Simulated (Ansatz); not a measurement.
# Sensitivity of a calculation on LuNi3 (Pm-3m, 4 atoms in the cell) to its settings

```
CELL_PARAMETERS angstrom
      3.77954     0.00000     0.00000
      0.00000     3.77954     0.00000
      0.00000     0.00000     3.77954
ATOMIC_POSITIONS crystal
  Lu 0.00000 0.00000 0.00000
  Ni 0.00000 0.50000 0.50000
  Ni 0.50000 0.00000 0.50000
  Ni 0.50000 0.50000 0.00000
```
Moments meant for the start (each program seeds them in its own way; μB, in the order of the atoms Lu Ni Ni Ni): 0.0 2.0 2.0 2.0.

Base run A: PBEsol, default PAW files made with PBE (Ansatz, a program for electronic structure), self-consistent single point.

Its settings: kpoints.mp_grid.grid = 12 12 12; hamiltonian.xc = pbesol; hamiltonian.pseudopotentials = {kind: paw} (the program's default PAW files); magnetization.spin_polarized = true; scf.occupations.method = gaussian; scf.occupations.width = 0.1 eV.

The starting cell comes from a database of computed structures (which also holds hypothetical and non-ambient phases and stackings), without a prior relaxation at this level. Its lattice was rescaled by a random factor within 2.5 % of one. The moments shrank to a small part of their start, a low-spin state that need not be the lowest. The program warned that a starting moment was not kept. In the base run, with a pressure of about -4 GPa the cell is away from its equilibrium volume at this level. Ansatz's pressure includes its estimate of the finite-basis (Pulay) stress.

ΔF is the free energy per atom less that of run A. 

Runs:
- B: kpoints.mp_grid.grid: 12 12 12 → 10 10 10
- C: kpoints.mp_grid.grid: 12 12 12 → 8 8 8
- D: 2 x 2 x 1 supercell at the zone centre alone; kpoints.mp_grid.grid: 12 12 12 → 1 1 1
- E: parallel starting moments (0 3 3 3 μB)
- F: scf.occupations.method: gaussian → methfessel_paxton; scf.occupations.width: 0.1 eV → 0.2 eV
- G: scf.mixing.algorithm: default (the program chose MSR1) → msr1
- H: scf.eigensolver.kind: default (the program chose band_cg) → davidson
- I: scf.mixing.algorithm: default (the program chose MSR1) → broyden; scf.mixing.beta: default → 0.9
- J: scf.mixing.algorithm: default (the program chose MSR1) → broyden; scf.mixing.beta_mag: default → 0.5

```csv
run,ΔF (meV/atom),pressure (GPa),size of the net moment (μB/atom),k-points,valence electrons
A,0.00,-4.06,0.12,84,79
B,3.2,-3.96,0.14,56,79
C,-0.44,-4.08,0.10,35,79
D,-425.9,-7.00,0.12,1,316
E,0.00,-4.06,0.12,84,79
F,2.6,-4.08,0.13,84,79
G,0.00,-4.06,0.12,84,79
H,0.00,-4.06,0.12,84,79
I,0.00,-4.06,0.12,84,79
J,0.00,-4.06,0.12,84,79
```

Run B against A: The free energy goes up by 3.2 meV/atom, the pressure moves little (-4.06 to -3.96 GPa) and the size of the net moment moves little (0.12 to 0.14 μB/atom).

Run J against A: The free energy hardly moves (within 1 meV/atom), the pressure stays at -4.06 GPa and the size of the net moment stays at 0.12 μB/atom.

Keys are those of Ansatz 0.2.
